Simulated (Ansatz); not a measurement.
Ge$_{3}$N$_{4}$ (space group P6_3/m, No. 176)

Ge₃N₄ has the hexagonal space group P6₃/m (No. 176), Pearson symbol hP14. Lattice parameters: a = 8.129 Å, b = 8.129 Å, c = 3.114 Å, α = 90.00°, β = 90.00°, γ = 120.00°. Ge on 6h has 4 N at 1.852–1.864 Å (tetrahedral). N1 on 2c is surrounded by 3 Ge at 1.852 Å (trigonal planar). N2 on 6h sees 3 Ge at 1.856–1.864 Å (trigonal planar). (Neighbours: up to the widest gap in distance over summed covalent radii, below 1.35, at either atom.)

Method: PBE/PAW in Ansatz (a quantum-chemistry and plane-wave program), no SOC. k-mesh 4×4×9 (Γ-centred); smearing 0.05 eV (Fermi–Dirac).

| Property | Value |
|---|---|
| Volume per atom | 12.73 Å³ |
| Density | 5.10 g/cm³ |
| Band gap | 1.82 eV, direct at Γ |
| Electron mass | 0.21 mₑ along c, 0.24 mₑ across |
| Lowest conduction-band minima above the VBM | Γ 1.82 eV |
| Total energy | -2060.143 eV/atom (σ→0; compares only within this code and set-up) |

Effective masses come from finite differences of ±0.01 Å⁻¹. No phonon test of stability was made.
